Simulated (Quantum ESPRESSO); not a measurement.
Density of states of Ba (Cmcm, 2 atoms in the cell).

```xyz
2
Lattice="3.6325 2.4543 0.0000 -3.6325 2.4543 0.0000 0.0000 0.0000 7.2781" Properties=species:S:1:pos:R:3 pbc="T T T"
Ba    -3.6325    -1.1984    -1.8195
Ba    -3.6325     1.1984    -5.4586
```

Level of theory: PBEsol, PSlibrary PAW (PBE) pseudopotentials (plane waves; Quantum ESPRESSO).

SCF settings: ecutwfc = 45 Ry; ecutrho = 270 Ry; occupations = smearing; smearing = gaussian; degauss = 0.0073499 Ry; input_dft = pbesol; potentials = {Ba: Ba.pbe-spn-kjpaw_psl.1.0.0.UPF}; K_POINTS = automatic 6 6 3 0 0 0; conv_thr = 1e-10 Ry. Keys of the DOS step: nscf.calculation = nscf; nscf.verbosity = high; nscf.occupations = tetrahedra_opt; nscf.nbnd = 17; nscf.startingwfc = random; nscf.diago_thr_init = 1e-06; nscf.diagonalization = cg; nscf.K_POINTS = automatic 12 12 6 0 0 0; dos.x.fildos = dos.dat; dos.x.Emin = -15 eV; dos.x.Emax = 30 eV; dos.x.DeltaE = 0.1 eV.

The starting cell comes from a database of computed structures (which also holds hypothetical and non-ambient phases and stackings), without a prior relaxation at this level.

Total DOS (both spins), as means of the tabulated values in each energy bin; the zero is the program's Fermi level or highest filled level, and the curve is cut to this window:

```tsv
E (eV)	states/eV/cell
-7.80	0.00
-7.40	0.00
-7.00	0.00
-6.60	0.00
-6.20	0.00
-5.80	0.00
-5.40	0.00
-5.00	0.00
-4.60	0.00
-4.20	0.00
-3.80	0.00
-3.40	0.00
-3.00	0.00
-2.60	0.13
-2.20	0.38
-1.80	0.60
-1.40	0.90
-1.00	1.62
-0.60	2.60
-0.20	3.54
0.20	1.94
0.60	7.69
1.00	6.89
1.40	2.91
1.80	1.33
```

Around zero the curve holds about 2.7 states/eV/cell.
